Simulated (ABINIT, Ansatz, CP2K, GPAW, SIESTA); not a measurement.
## Li (Im-3m, 1 atom in the cell) computed with different codes at matched settings

Self-consistent single point.

```
CELL_PARAMETERS angstrom
     -1.74500     1.74500     1.74500
      1.74500    -1.74500     1.74500
      1.74500     1.74500    -1.74500
ATOMIC_POSITIONS crystal
  Li 0.00000 0.00000 0.00000
```

Shared settings, as Ansatz (a quantum-chemistry and plane-wave program) writes them: kpoints.mp_grid.grid = 11 11 11; scf.occupations.method = gaussian; scf.occupations.width = 0.136 eV. Potentials and cutoffs stand in the table.

```tsv
code	model	pressure (GPa)	cutoff
Ansatz	LDA (PW92), default PAW files made with PBE	-1.41	default
SIESTA	LDA PW92, numerical atomic orbitals DZP, PseudoDojo LDA standard norm-conserving potentials (rewritten from UPF to PSML)	-1.34	grid 300 Ry
GPAW	LDA (Perdew-Wang 92), GPAW PAW datasets LDA (gpaw-data 1.0.1)	-1.32	600 eV
CP2K	LDA (Pade form), GPW, DZVP-MOLOPT-SR-GTH basis, GTH-PADE potentials (GTH_POTENTIALS)	-1.02	grid 400 Ry
ABINIT	LDA (PW92), norm-conserving pseudopotentials (PseudoDojo nc-sr-04 LDA standard)	-1.42	37 Ha
```

The spread over the programs that give each value: pressure within 0.40 GPa.

SIESTA and CP2K use small atom-centred bases, whose incompleteness enters pressures, forces and empty levels differently from a plane-wave cutoff. Ansatz's pressure is given at a fixed set of plane waves, as the other plane-wave codes print theirs.

The starting cell has typed, rounded lattice constants, without a prior relaxation at this level.

Left out of this page: Elk and FLEUR (not drawn, or without a comparable value).

Keys are those of Ansatz 0.2.
